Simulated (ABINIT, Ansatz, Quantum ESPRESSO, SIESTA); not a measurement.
## One structure in several programs: ScTc₃ (Fm-3m, 4 atoms in the cell)

Self-consistent single point.

```
CELL_PARAMETERS angstrom
      0.00000     3.12398     3.12398
      3.12398     0.00000     3.12398
      3.12398     3.12398     0.00000
ATOMIC_POSITIONS crystal
  Sc 0.00000 0.00000 0.00000
  Tc 0.25000 0.25000 0.25000
  Tc 0.75000 0.75000 0.75000
  Tc 0.50000 0.50000 0.50000
```

Shared settings, as Ansatz (an electronic-structure program) writes them: kpoints.mp_grid.grid = 7 7 7; scf.occupations.method = gaussian; scf.occupations.width = 0.1 eV. Potentials and cutoffs stand in the table.

```tsv
code	model	pressure (GPa)	cutoff
Quantum ESPRESSO	LDA (PW92), PseudoDojo standard norm-conserving (LDA) pseudopotentials	-10.23	90 Ry
Ansatz	LDA (PW92), PAW files	-10.44	default
ABINIT	LDA (PW92), norm-conserving pseudopotentials (PseudoDojo nc-sr-04 LDA standard)	-10.23	88 Ry
SIESTA	LDA PW92, numerical atomic orbitals DZP, PseudoDojo LDA standard norm-conserving potentials (rewritten from UPF to PSML)	-12.77	grid 350 Ry
```

On Ansatz's run: spin polarisation is off.

The spread over the programs that give each value: pressure within 2.54 GPa.

SIESTA uses small atom-centred bases, whose incompleteness enters pressures, forces and empty levels differently from a plane-wave cutoff. Ansatz's pressure is given at a fixed set of plane waves, as the other plane-wave codes print theirs; with its correction for the finite basis it is -10.38 GPa. In the pressure, SIESTA (by 2.54) lies more than 1 GPa from the median of the plane-wave programs.

The starting cell comes from a database of computed structures (which also holds hypothetical and non-ambient phases and stackings), without a prior relaxation at this level.

Left out of this page: Elk and FLEUR (not drawn, or without a comparable value).

Keys are those of Ansatz 0.2.
